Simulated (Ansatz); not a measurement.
## Ag5Pb2O6 (space group P-31m, No. 162)

```yaml
crystal:
  lattice:
    - [5.91485, 0.00000, 0.00000]
    - [-2.95742, 5.12241, 0.00000]
    - [0.00000, 0.00000, 6.42644]
  atoms:
    - { symbol: Ag, position: [0.00000, 0.00000, 0.22030] }
    - { symbol: Ag, position: [0.00000, 0.00000, 0.77970] }
    - { symbol: Ag, position: [0.00000, 0.50000, 0.00000] }
    - { symbol: Ag, position: [0.50000, 0.50000, 0.00000] }
    - { symbol: Ag, position: [0.50000, 0.00000, 0.00000] }
    - { symbol: Pb, position: [0.66667, 0.33333, 0.50000] }
    - { symbol: Pb, position: [0.33333, 0.66667, 0.50000] }
    - { symbol: O, position: [0.62496, 0.62496, 0.30574] }
    - { symbol: O, position: [0.37504, 0.37504, 0.69426] }
    - { symbol: O, position: [0.37504, 0.00000, 0.30574] }
    - { symbol: O, position: [0.62496, 0.00000, 0.69426] }
    - { symbol: O, position: [0.00000, 0.37504, 0.30574] }
    - { symbol: O, position: [0.00000, 0.62496, 0.69426] }
```

All numbers come from PBEsol/PAW in Ansatz (a quantum-chemistry and plane-wave program), scalar-relativistic without spin-orbit coupling. Γ-centred 8×8×6 mesh, Fermi–Dirac width 0.05 eV.

| Quantity | Result |
|---|---|
| Volume per atom | 14.98 Å³ |
| Density | 8.95 g/cm³ |
| Band gap | zero |
| Total energy | -4959.775 eV/atom (σ→0; compares only within this code and set-up) |

Whether these cells are dynamically stable was not tested. No Hubbard U is applied, and correlation can decide whether such a compound is a metal. The final runs are not spin-polarised. An odd electron count without spin: Ag5Pb2O6.
